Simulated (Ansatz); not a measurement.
Output of an Ansatz run (abridged):

```
WARN ansatz: RAYON_NUM_THREADS=1 ignored (pool sized by the plan → 1); use --threads N
basis.fft_grid_basis auto: the FFT boxes are laid along the combinations [[1, 0, -1], [0, 1, -1], [0, 0, 1]] of the cell's own vectors, 4.026, 4.026 and 8.875 …
Pseudopotentials: kind: paw
Pseudopotential: In, paw, valence charge 13
Pseudopotential: Se, paw, valence charge 16
Crystal: 4 atoms, lattice volume = 120.262 Å³
Basis set: ecut = 420 eV, 2351 PW (Γ), FFT grids on a1−a3, a2−a3, a3, exchange–correlation on 54×54×120 points (8 copies of the dense FFT grid, shifted against one another)
Bands: 35, of which v1, the nominal top of the filled ones, is band 29 counted from 1 (28 counted from 0)
Symmetry: 6 space group operations
Space group: R3m (ITA 160), of the structure as read, at distance tolerance 4.9e-5 Å
k-points: 44 of 343 (time reversal used)
PAW frozen core: In, regenerated for the run's functional, and the local potential with it
PAW frozen core: Se, regenerated for the run's functional, and the local potential with it
Initial density: superposition of atomic densities (neutral atoms: chi_scale 0, normalization atom), corrected by the library's trained network
Initial wavefunctions: pseudopotential atomic-orbital guess
Eigensolver: davidson
Functional: x = pbesol(κ = 0.804, μ = 0.12345679012345678), c = pbesol(β = 0.046)
SCF iter   1: F=—  HF=-21901.145730 eV  |F-HF|=—  |Δ(HF+E_count)|=         —  Δρ=4.21e-3  dr2=4.66e-2  ethr=1.77e-3  ⟨swp⟩=4.9  Hψ=5566  notcnv=0  defer=176
all-band conjugate gradients solve this SCF's bands
preconditioner: auto → Resta (q_TF=auto, 2.416 Å⁻¹)
SCF iter   2: F=—  HF=-21901.134201 eV  |F-HF|=—  |Δ(HF+E_count)|=   1.15e-2  Δρ=1.49e-3  dr2=2.88e-3  ethr=8.03e-5  ⟨swp⟩=2.0  Hψ=2032  notcnv=0  defer=176
SCF iter   3: F=—  HF=-21901.133864 eV  |F-HF|=—  |Δ(HF+E_count)|=   3.37e-4  Δρ=6.25e-4  dr2=5.91e-4  ethr=4.96e-6  ⟨swp⟩=2.0  Hψ=2412  notcnv=0  defer=176
SCF iter   4: F=—  HF=-21901.133951 eV  |F-HF|=—  |Δ(HF+E_count)|=   8.68e-5  Δρ=1.92e-4  dr2=5.90e-5  ethr=1.02e-6  ⟨swp⟩=2.0  Hψ=1879  notcnv=0  defer=176
SCF iter   5: F=—  HF=-21901.133992 eV  |F-HF|=—  |Δ(HF+E_count)|=   4.12e-5  Δρ=4.28e-5  dr2=2.53e-6  ethr=1.02e-7  ⟨swp⟩=2.0  Hψ=1880  notcnv=0  defer=61
SCF iter   6: F=—  HF=-21901.133995 eV  |F-HF|=—  |Δ(HF+E_count)|=   3.43e-6  Δρ=1.11e-5  dr2=2.32e-7  ethr=4.37e-9  ⟨swp⟩=2.1  Hψ=2543  notcnv=0  defer=62
SCF iter   7: F=-21901.133996 eV  HF=-21901.133996 eV  |F-HF|=5.73e-9  |Δ(HF+E_count)|=   1.26e-7  Δρ=4.57e-6  dr2=4.01e-8  ethr=1.72e-10  ⟨swp⟩=10.3  Hψ=7925  notcnv=0
SCF 1 converged in 7 iterations: F = -21901.133996 eV  dr2 = 4.01e-8
SCF converged after 7 iterations
Free energy (F): -21901.133996 eV
Harris-Foulkes:  -21901.133996 eV  (|F-HF|=5.73e-9)
Internal energy: -21901.133996 eV  (E = F + TS)
E sigma→0 (E₀):  -21901.133996 eV
Fermi energy:    6.650644 eV
--- Per-component energies (eV) ---
  E_band       = -940.511833
  E_kinetic    = 723.269988
  E_local      = -8082.422227  (includes V_loc(G=0)·N_el)
  E_nonlocal   = -448.477746
  E_hartree    = 3716.255368
  E_xc         = -632.854073
  E_vxc        = -394.926878  (∫ρ·V_xc dr)
  E_paw        = -11904.103360  (= ΣΔE_a)
  E_vpaw       = -170.468852  (= ΣTr[D̂ρ^β])
  E_aug_tail   = -0.001151  (compensation charges beyond the density's cutoff)
  E_ewald      = -5275.289500
  E_core_change = 2.488706  (= ΣΔE_core)
  E_smearing   = -0.000000  (= −TS)
  E_closure    = 0.000000  (closes the sum)
  Σ components = -21901.133996   (vs F -21901.133996, Δ=0.00e0)
--- Forces (eV/Å), atoms counted from 1 ---
  atom   1  In     0.00000000    -0.00000000    -0.64913429
  atom   2  In    -0.00000000    -0.00000000     0.34997450
  atom   3  Se     0.00000000     0.00000000    -0.10528899
  atom   4  Se     0.00000000     0.00000000     0.40452198
  max |Σ_I F_I| component: 7.32e-5 eV/Å
--- Stress (GPa, compression-positive) ---
        0.410974       0.000000       0.000000
       -0.000000       0.410974       0.000000
        0.000000      -0.000000      -0.413923
  P = ⅓ Tr σ = 0.1360 GPa (1.360 kbar)
  The stress holds the Pulay correction. Without it, at fixed plane waves, as pw.x and ABINIT print it: P = 0.1088 GPa
--- Band table (eV; the first three rows and the last of 44) ---
  k-point 0: bands = ["-40.7838", "-40.7838", "-40.7428", "-40.7428", "-40.7280", "-40.6744", "-40.6744", "-40.6426", "-40.6426", "-40.6308", "-7.9082", "-7.7548", "-7.7548", "-7.6663", "-7.6663", "-7.6204", "-7.6204", "-7.4952", "-7.4642", [...]
  k-point 1: bands = ["-40.7838", "-40.7838", "-40.7428", "-40.7428", "-40.7280", "-40.6744", "-40.6744", "-40.6426", "-40.6426", "-40.6308", "-7.9330", "-7.8136", "-7.7469", "-7.7388", "-7.6593", "-7.6470", "-7.6078", "-7.5020", "-7.4656", [...]
  k-point 2: bands = ["-40.7838", "-40.7837", "-40.7428", "-40.7428", "-40.7279", "-40.6744", "-40.6743", "-40.6426", "-40.6426", "-40.6307", "-8.0355", "-7.8801", "-7.8275", "-7.7362", "-7.6619", "-7.6381", "-7.5781", "-7.5144", "-7.4675", [...]
  k-point 43: bands = ["-40.7838", "-40.7838", "-40.7428", "-40.7428", "-40.7280", "-40.6744", "-40.6744", "-40.6426", "-40.6426", "-40.6308", "-7.9307", "-7.8128", "-7.7470", "-7.7428", "-7.6593", "-7.6479", "-7.6078", "-7.5044", "-7.4655", [...]
```

The structure:

```
CELL_PARAMETERS angstrom
      2.01323     1.16234     8.56548
     -2.01323     1.16234     8.56548
      0.00000    -2.32468     8.56548
ATOMIC_POSITIONS crystal
  In 0.11230 0.11230 0.11230
  In 0.00183 0.00183 0.00183
  Se 0.61971 0.61971 0.61971
  Se 0.82581 0.82581 0.82581
```

Q: Reconstruct the input of this run.

A: Other spellings and defaults could give the same log, and not every line can be read from it. The input that was run (DFT, PBEsol, plane waves, default PAW files made with PBE):

Ansatz 0.2 input:
```yaml
crystal:
  lattice:
    - [2.01322800, 1.16233800, 8.56548000]
    - [-2.01322800, 1.16233800, 8.56548000]
    - [0.00000000, -2.32467600, 8.56548000]
  atoms:
    - { symbol: In, position: [0.11229600, 0.11229600, 0.11229600] }
    - { symbol: In, position: [0.00183000, 0.00183000, 0.00183000] }
    - { symbol: Se, position: [0.61971300, 0.61971300, 0.61971300] }
    - { symbol: Se, position: [0.82580700, 0.82580700, 0.82580700] }
basis:
  ecutwfc: 420.0 eV
kpoints:
  mp_grid: { grid: [7, 7, 7] }
hamiltonian:
  xc: pbesol
  pseudopotentials: { kind: paw }
scf:
  occupations: { method: fixed }
output:
  forces: true
  eigenvalues: true
  stress: true
```

The starting cell comes from a database of computed structures (which also holds hypothetical and non-ambient phases and stackings), without a prior relaxation at this level. Its lattice was rescaled by up to half a per cent. One atom was moved a little off its site on purpose. Ansatz's pressure includes its estimate of the finite-basis (Pulay) stress. Another mesh or the band path of this cell gives a smaller gap, so this value is not converged in the mesh.

Ansatz is a first-principles code.
